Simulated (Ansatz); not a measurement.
# Ge: pressure series

Take Ge in the diamond structure (space group Fd-3m, No. 227) as the base.

```yaml
crystal:
  lattice:
    - [0.00000, 2.83635, 2.83635]
    - [2.83635, 0.00000, 2.83635]
    - [2.83635, 2.83635, 0.00000]
  atoms:
    - { symbol: Ge, position: [0.50000, 0.50000, 0.50000] }
    - { symbol: Ge, position: [0.75000, 0.75000, 0.75000] }
```

Cell and atoms are relaxed at each pressure.

The values are results of r2SCAN/PAW in Ansatz (a quantum-chemistry and plane-wave program), no spin-orbit coupling, earlier PAW set, not measurements.

```tsv
pressure (GPa)	volume per atom (Å³/atom)
-2	23.524
-1	?
0	22.818
1.8	22.284
9	20.664
18	19.273
30	17.955
45	16.760
60	15.854
```

Fit the third-order Birch–Murnaghan form P(V) = (3B₀/2)[(V₀/V)^(7/3) − (V₀/V)^(5/3)]·[1 + (3/4)(B₀′ − 4)((V₀/V)^(2/3) − 1)] (squares taken in P) to the rows shown and predict the withheld row.

Least squares on the printed values gives V₀ = 22.821 Å³/atom, B₀ = 73.5 GPa, B₀′ = 4.4; this predicts 23.143 Å³/atom, and the run gives 23.153 Å³/atom, 0.010 higher.

Measured bulk modulus of Ge: 77.3 GPa (static lattice; corrected from measurement; as listed in Tanner et al., arXiv (2021)); the computed value is 5 % below it.

Load acts through the strain it causes; cell and atoms are relaxed under it. Stability against distortions was not tested. Measured, Ge leaves this structure (for the β-tin structure) near 10.6 GPa (room temperature; as listed in arXiv:1906.07825).
